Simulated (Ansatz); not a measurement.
## Short convergence ladders for PbF2 (Fm-3m, 3 atoms in the cell)

```
PbF2
1.0
    0.00000     2.95515     2.95515
    2.95515     0.00000     2.95515
    2.95515     2.95515     0.00000
Pb F
1 2
Direct
  0.00000   0.00000   0.00000
  0.25000   0.25000   0.25000
  0.75000   0.75000   0.75000
```

Base method: LDA (PW92), default PAW files made with PBE (plane waves; Ansatz, a quantum-chemistry and plane-wave program).

Base settings: basis.ecutwfc = 420 eV; kpoints.mp_grid.grid = 7 7 7; hamiltonian.xc = lda; hamiltonian.pseudopotentials = {kind: paw} (the program's default PAW files); scf.occupations.method = fermi_dirac; scf.occupations.width = 0.02 eV.

Core times come from one kind of shared machine, to one figure; runs under 30 s give none.

**Zone-centre phonons against the cutoff**

In this ladder: scf.occupations.method = fixed; scf.occupations.width = default; phonons.method = dfpt; phonons.dielectric = true; phonons.rigid_motions = translations.

The mesh stays at the base's, so the ladder's end is converged at best in this setting alone.

Frequencies are those of the unrelaxed cell, without the LO-TO term of polar crystals.

Only quantities that move along the ladder and can be compared are tabulated.

ε∞ and Born charges come from denser meshes that the program picks itself.

| basis.ecutwfc | highest zone-centre frequency (cm⁻¹) | lowest optical frequency (cm⁻¹) | largest Born charge (mean of the diagonal) (e) | mean ε∞ |
|---|---|---|---|---|
| 210 eV | 240.0 | -209.2 | 3.154 | 3.283 |
| 250 eV | 152.7 | -49.6 | 3.090 | 3.363 |
| 295 eV | 238.9 | 124.8 | 3.189 | 3.391 |
| 355 eV | 241.1 | 93.8 | 3.203 | 3.402 |
| 420 eV | 236.9 | 93.3 | 3.203 | 3.405 |
| 505 eV | 237.2 | 93.0 | 3.203 | 3.406 |
| 630 eV | 237.1 | 92.9 | 3.203 | 3.406 |

Coarsest basis.ecutwfc that holds the lowest optical frequency within 1 cm⁻¹ of the last step, with all finer ones: 355 eV; the step before is off by 32 cm⁻¹.

Coarsest basis.ecutwfc that holds the mean ε∞ within 0.1 of the last step, with all finer ones: 250 eV; the step before is off by 0.12.

Coarsest basis.ecutwfc that holds the largest Born charge (mean of the diagonal) within 0.02 e of the last step, with all finer ones: 295 eV; the step before is off by 0.11 e.

**Zone-centre phonons against the mesh**

In this ladder: scf.occupations.method = fixed; scf.occupations.width = default; phonons.method = dfpt; phonons.dielectric = true; phonons.rigid_motions = translations.

Frequencies are those of the unrelaxed cell, without the LO-TO term of polar crystals.

Only quantities that move along the ladder and can be compared are tabulated.

| kpoints.mp_grid.grid | highest zone-centre frequency (cm⁻¹) | core time / last (rough) |
|---|---|---|
| 3 3 3 | 235.5 | – |
| 4 4 4 | 237.1 | – |
| 5 5 5 | 236.9 | 0.08 |
| 6 6 6 | 236.9 | – |
| 8 8 8 | 236.9 | 0.09 |
| 9 9 9 | 236.9 | 0.1 |
| 11 11 11 | 236.8 | 0.2 |
| 14 14 14 | 236.9 | 0.4 |
| 18 18 18 | 236.9 | 1 |

Coarsest kpoints.mp_grid.grid that holds the highest zone-centre frequency within 1 cm⁻¹ of the last step, with all finer ones: 4 4 4; the step before is off by 1.3 cm⁻¹.

**The force threshold of a relaxation**

On PbF2 (I4mm, 3 atoms in the cell): one atom moved by 0.15 angstrom.

In this ladder: relax = atoms.

The mesh stays at the base's, so the ladder's end is converged at best in this setting alone.

Only quantities that move along the ladder and can be compared are tabulated.

| relax.f_tol | free energy less the last step's (meV/atom) | largest force left (eV/Å) | relaxation steps |
|---|---|---|---|
| 0.2 eV/Å | 4.16 | 0.1785 | 2 |
| 0.1 eV/Å | 0.01 | 0.0079 | 3 |
| 0.05 eV/Å | 0.01 | 0.0079 | 3 |
| 0.03 eV/Å | 0.01 | 0.0080 | 4 |
| 0.02 eV/Å | 0.01 | 0.0080 | 4 |
| 0.01 eV/Å | 0.01 | 0.0080 | 4 |
| 0.005 eV/Å | 0.00 | 0.0006 | 4 |
| 0.002 eV/Å | 0.00 | 0.0006 | 4 |
| 0.001 eV/Å | 0.00 | 0.0006 | 5 |

Coarsest relax.f_tol that holds the largest force left within 0.01 eV/Å of the last step, with all finer ones: 0.1 eV/Å; the step before is off by 0.18 eV/Å.

Coarsest relax.f_tol that holds the free energy within 0.5 meV/atom of the last step, with all finer ones: 0.1 eV/Å; the step before is off by 4.2 meV/atom.

On the base run: the starting cell has typed, rounded lattice constants, without a prior relaxation at this level. Its lattice was rescaled by up to half a per cent. In the base run, with a pressure of about -4 GPa the cell is away from its equilibrium volume at this level.

Keys are those of Ansatz 0.2.
